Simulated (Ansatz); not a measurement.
(HgSe)7/(CuI)7 zinc blende (110) superlattice on GaSb (the substrate's cell is 0.3 % off cubic on its mesh, so the two in-plane strains differ), space group Pmm2.

The geometry comes from a PBE relaxation.

```yaml
crystal:
  lattice:
    - [4.39963, 0.00000, 0.00000]
    - [0.00000, 6.20109, 0.00000]
    - [0.00000, 0.00000, 30.49213]
  atoms:
    - { symbol: Hg, position: [0.00000, 0.04291, 0.01134] }
    - { symbol: Se, position: [0.50000, 0.27432, 0.99533] }
    - { symbol: Hg, position: [0.50000, 0.50668, 0.06981] }
    - { symbol: Se, position: [0.00000, 0.76035, 0.07596] }
    - { symbol: Hg, position: [0.00000, 0.01749, 0.14900] }
    - { symbol: Se, position: [0.50000, 0.26872, 0.14582] }
    - { symbol: Hg, position: [0.50000, 0.50787, 0.22021] }
    - { symbol: Se, position: [0.00000, 0.76231, 0.22021] }
    - { symbol: Hg, position: [0.00000, 0.01749, 0.29141] }
    - { symbol: Se, position: [0.50000, 0.26872, 0.29459] }
    - { symbol: Hg, position: [0.50000, 0.50668, 0.37061] }
    - { symbol: Se, position: [0.00000, 0.76035, 0.36445] }
    - { symbol: Hg, position: [0.00000, 0.04291, 0.42908] }
    - { symbol: Se, position: [0.50000, 0.27432, 0.44508] }
    - { symbol: Cu, position: [0.50000, 0.48617, 0.51045] }
    - { symbol: I, position: [0.00000, 0.72655, 0.51337] }
    - { symbol: Cu, position: [0.00000, 0.98552, 0.58155] }
    - { symbol: I, position: [0.50000, 0.22794, 0.58123] }
    - { symbol: Cu, position: [0.50000, 0.48445, 0.65049] }
    - { symbol: I, position: [0.00000, 0.72734, 0.65106] }
    - { symbol: Cu, position: [0.00000, 0.98521, 0.72021] }
    - { symbol: I, position: [0.50000, 0.22771, 0.72021] }
    - { symbol: Cu, position: [0.50000, 0.48445, 0.78992] }
    - { symbol: I, position: [0.00000, 0.72734, 0.78936] }
    - { symbol: Cu, position: [0.00000, 0.98552, 0.85886] }
    - { symbol: I, position: [0.50000, 0.22794, 0.85919] }
    - { symbol: Cu, position: [0.50000, 0.48617, 0.92997] }
    - { symbol: I, position: [0.00000, 0.72655, 0.92704] }
```

These are HSE06 with spin-orbit coupling (plane waves to 420 eV, PAW; Ansatz, a first-principles code) values and carry that method's errors.  Its k-point mesh 4×3×1, Fermi–Dirac width 0.01 eV. HSE06 ran on meshes of its own (4×3×1); its edges and gaps are taken over the mesh and over extra points off it, mostly where PBE has its edges.

Question: List the levels next to the gap at (0.000, 0.000, 0.500) of this cell's own (folded) zone, from the top of the valence band (the table ends after a fixed count of bands, which can cut a degenerate set).

Answer: 
```
band  E − E_v (eV)
----  ------------
v8          -0.388
v7          -0.388
v6          -0.287
v5          -0.287
v4          -0.172
v3          -0.172
v2           0.000
v1           0.000
c1           0.317
c2           0.317
c3           0.988
c4           0.988
c5           1.799
c6           1.799
c7           2.336
c8           2.336
```
